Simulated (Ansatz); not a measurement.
The parent structure is PbSe in the rock salt structure (space group Fm-3m, No. 225).

```yaml
crystal:
  lattice:
    - [0.00000, 3.08901, 3.08901]
    - [3.08901, 0.00000, 3.08901]
    - [3.08901, 3.08901, 0.00000]
  atoms:
    - { symbol: Pb, position: [0.00000, 0.00000, 0.00000] }
    - { symbol: Se, position: [0.50000, 0.50000, 0.50000] }
```

Cartesian axes are those of the cell as printed.

All numbers come from DFT with r2SCAN, PAW potentials and a 500 eV plane-wave cutoff in Ansatz (a program for electronic structure), spin-orbit coupling left out.

Now apply this change: the cell is stretched by 2.00 % along z with no lateral relaxation; the atoms relax in the strained cell.

**Question.** Predict the stress tensor and what it implies for the stiffness.

**Answer.** Stress of the strained cell less that of the base (GPa, compression positive):
```
  -0.26    0.00    0.00
   0.00   -0.26    0.00
   0.00    0.00   -2.24
```

Then −Δσ_ii/ε with ε = 0.0200 gives secant stiffness values (nonlinear terms included at this strain): C33 ≈ 112 GPa, C13 ≈ 13 GPa and C23 ≈ 13 GPa.

As a check, the harmonic strain energy −½ V₀ Δσ:ε is 4.1 meV/atom; the computed energy rise is 4.3 meV/atom.

Stability against distortions was not tested.
